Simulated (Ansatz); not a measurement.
Consider the following.

```xyz
3
Lattice="4.6074 0.0000 0.0000 -2.3037 4.0041 0.0000 0.0000 0.0000 5.9044" Properties=species:S:1:pos:R:3 pbc="T T T"
Te     1.1723     0.0000     1.9681
Te    -0.5861     1.0156     3.9370
Te     1.7175     2.9885    -0.0008
```

No spin polarisation.

All numbers come from r2SCAN (Ansatz, a first-principles code, PAW, no spin-orbit coupling), earlier PAW set. Γ-centred 8×8×6 mesh, Fermi–Dirac width 0.05 eV.

Task: Predict the band gap and electron mass.

Result: The band gap comes out as 0.53 eV and the electron mass comes out as 0.088 mₑ along z, 0.11 mₑ across (at H).

With Te present, leaving out spin-orbit coupling can change the band edges. The cells carry an imposed strain or load. Effective masses come from finite differences of ±0.01 Å⁻¹. Whether these cells are dynamically stable was not tested. The cell was made from Te (space group P3_121, No. 152; made of chains) by this change: uniaxial strain ε_xx = −0.35 %. No dispersion term is included, though the crystal is made of layers, chains or molecules, so its spacings can come out too wide.
